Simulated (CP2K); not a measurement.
Input and output of a self-consistent single point for SrSi2Pd2 (P1, 5 atoms in the cell) (CP2K).

Computed with LDA (Pade form), GPW, DZVP-MOLOPT-SR-GTH basis, GTH-PADE potentials (GTH_POTENTIALS) run with CP2K.

The change in words: atoms moved at random. Reference geometry:
```
Sr(SiPd)2
1.0
    5.85367     0.00000     0.00000
    2.68858     5.19971     0.00000
   -4.27112    -2.59986     3.04364
Sr Si Pd
1 2 2
Direct
  0.00000   0.00000   0.00000
  0.37361   0.37361   0.00000
  0.62639   0.62639   0.00000
  0.25000   0.75000   0.50000
  0.75000   0.25000   0.50000
```

Reference input (self-consistent single point, DFT LDA (Pade form), GPW, DZVP-MOLOPT-SR-GTH basis, GTH-PADE potentials (GTH_POTENTIALS)): CUTOFF = 500 Ry; REL_CUTOFF = 60 Ry; SMEAR/METHOD = GAUSSIAN; SIGMA = 0.2 eV; KPOINTS/SCHEME = MONKHORST-PACK 9 9 9; XC_FUNCTIONAL = PADE; Sr/BASIS_SET = DZVP-MOLOPT-SR-GTH-q10; Sr/POTENTIAL = GTH-PADE-q10; Si/BASIS_SET = DZVP-MOLOPT-SR-GTH-q4; Si/POTENTIAL = GTH-PADE-q4; Pd/BASIS_SET = DZVP-MOLOPT-SR-GTH-q18; Pd/POTENTIAL = GTH-PADE-q18. This run's input differs from it in these lines:

```diff
@@ -67,7 +67,7 @@
     &COORD
-      Sr       0.00000000     0.00000000     0.00000000
-      Si       3.19146853     1.94266515     0.00000000
-      Si       5.35077747     3.25704885     0.00000000
-      Pd       1.34428750     2.59985700     1.52181750
-      Pd       2.92683550     0.00000000     1.52181750
+      Sr       0.01125132    -0.02645614    -0.00087657
+      Si       3.23459092     1.96096814     0.07494647
+      Si       5.32269480     3.25576452    -0.01987494
+      Pd       1.29571335     2.56904609     1.51884387
+      Pd       2.94911861     0.04024839     1.47059617
     &END COORD
```

Output (repeated stretches shortened):

```
 SCF WAVEFUNCTION OPTIMIZATION

  Step     Update method      Time    Convergence         Total energy    Change
     1 NoMix/Diag. 0.20E+00      -     1.80811844      -293.5187297107 -2.94E+02
     2 Broy./Diag. 0.20E+00      -     0.64226957      -303.6874210420 -1.02E+01
     3 Broy./Diag. 0.20E+00      -     0.01213947      -292.9464370481  1.07E+01
     4 Broy./Diag. 0.20E+00      -     0.03722752      -292.6655451289  2.81E-01
     5 Broy./Diag. 0.20E+00      -     0.00534860      -292.4412186635  2.24E-01
     6 Broy./Diag. 0.20E+00      -     0.00316941      -292.6583849138 -2.17E-01
   [... 6 lines left out ...]
    13 Broy./Diag. 0.20E+00      -     0.00000359      -292.6106586040 -9.60E-05
    14 Broy./Diag. 0.20E+00      -     0.00000157      -292.6106752883 -1.67E-05
    15 Broy./Diag. 0.20E+00      -     0.00000027      -292.6106776366 -2.35E-06
    16 Broy./Diag. 0.20E+00      -     0.00000003      -292.6106743099  3.33E-06
  *** SCF run converged in    16 steps ***

  Overlap energy of the core charge distribution:               0.00000000000170
  Self energy of the core charge distribution:               -525.13311136073366
  Core Hamiltonian energy:                                    123.18433429593446
  Hartree energy:                                             140.97797248326756
  Exchange-correlation energy:                                -31.63762910462824
  Smearing free energy correction:                             -0.00224062372494
  Fermi energy:                                                 0.35990832063329

  Total energy:                                              -292.61067430994910
  Total energy (extrapolated to sigma->0):                   -292.60955399808665

   [... lines left out ...]

 STRESS| Analytical stress tensor [bar]
 STRESS|                        x                   y                   z
 STRESS|      x       -7.96515626714E+04   2.54873585861E+03  -3.12848035859E+03
 STRESS|      y        2.54873585861E+03  -7.40249771950E+04  -2.47464118088E+03
 STRESS|      z       -3.12848035859E+03  -2.47464118088E+03  -7.79024040780E+04
 STRESS| 1/3 Trace                                            -7.71929813148E+04
```

The run converged in 16 iterations. Against the reference run the free energy goes up by 17.7 meV/atom, the pressure goes from -7.47 to -7.72 GPa and the largest force goes from 0.381 to 0.914 eV/Å.

The starting cell comes from a database of computed structures (which also holds hypothetical and non-ambient phases and stackings), without a prior relaxation at this level. For this run, on top of that: atoms moved at random. Spin polarisation is off. Values carry the incompleteness of an atom-centred basis. With a pressure of about -8 GPa the cell is away from its equilibrium volume at this level.

Cost on one core of a shared machine: roughly 2 min.
